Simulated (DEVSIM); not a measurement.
Device: Cr/SiON/SiO2/p-Si capacitor, at 300 K.

```
layer (left to right)  material  thickness (nm)  Na (cm⁻³)
---------------------  --------  --------------  ---------
1                          SiON            4.90          -
2                          SiO2           0.670          -
3                            Si             500     1.3e18
```

Metal gate on the left, work function 4.5 eV. Fixed charge at the semiconductor interface -3.5e11 cm⁻² (in units of +e); no interface traps.

Constants are typed, rounded textbook-type inputs, not results; the design itself was drawn at random and stands for no fabricated device. Values at 300 K.

| parameter | SiON | SiO2 | Si |
|---|---|---|---|
| gap (eV) | 7 | 9 | 1.124 |
| affinity (eV) | 1.4 | 0.9 | 4.05 |
| permittivity | 5.5 | 3.9 | 11.7 |
| Nc (cm⁻³) | - | - | 2.86e19 |
| Nv (cm⁻³) | - | - | 3.1e19 |

DEVSIM, 1D Poisson equation in equilibrium, Boltzmann statistics, complete ionisation; no quantum confinement or tunnelling. Metal contacts follow the ideal Schottky-Mott rule: no Fermi-level pinning, no interface dipoles.

The SiON thickness was swept, all else fixed.

| SiON thickness (μm) | capacitance of the dielectric stack (μF/cm²) | flat-band voltage (V) | minimum of the low-frequency capacitance (μF/cm²) |
|---|---|---|---|
| 0.002 | 1.65 | -0.56 | … |
| 0.0027 | 1.34 | -0.55 | 0.295 |
| 0.0034 | 1.12 | -0.54 | 0.278 |
| 0.0042 | 0.947 | -0.53 | 0.269 |
| 0.0049 | 0.833 | -0.52 | 0.256 |
| 0.0059 | 0.711 | -0.51 | 0.242 |

What belongs in the gaps?


- 0.002, minimum of the low-frequency capacitance (μF/cm²): 0.304
